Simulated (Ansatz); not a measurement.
Ga vacancy + O vacancy in metastable alpha Ga2O3 (start: the Ga site; O 2.10 Å away; 120-site cell, 2×2×2 Γ-centred sampling). The numbers are results of PBE, PAW (plane waves to 420 eV; Ansatz, a quantum-chemistry and plane-wave program), not measurements. Total energies of the localised charge states, counted from that of charge +1, and their image corrections (point charge with alignment); the host's valence-band maximum lies at 8.595 eV on the cells' energy zero and its gap is 2.40 eV.

```json
[
 {"charge": "+1", "moment (μB)": "2.0", "E − E(first) (eV)": "0.000", "correction (eV)": "-0.222"},
 {"charge": "0", "moment (μB)": "1.0", "E − E(first) (eV)": "8.599", "correction (eV)": "0.000"},
 {"charge": "−1", "moment (μB)": "not spin-polarised", "E − E(first) (eV)": "17.393", "correction (eV)": "0.401"}
]
```

Problem. Derive the transition levels above the valence-band maximum and say which of them are thermodynamic.

Solution. A level is the Fermi energy at which two charges have equal formation energy: ε(q/q′) = [E(q′) + corr(q′) − E(q) − corr(q)] / (q − q′) − E_VBM.
ε(+1/0) = [(8.599 + 0.000) − (0.000 + -0.222)] / 1 − 8.595 = 0.23 eV
ε(0/−1) = [(17.393 + 0.401) − (8.599 + 0.000)] / 1 − 8.595 = 0.60 eV
Thermodynamic levels at least 0.1 eV inside the gap: (+1/0) at 0.23 eV; (0/−1) at 0.60 eV. They hold to tenths of an eV in this cell. Only the charges listed were compared. The geometries come from one start. Flagged in the runs: a host whose relaxation on this sampling wasn't shown to rest.
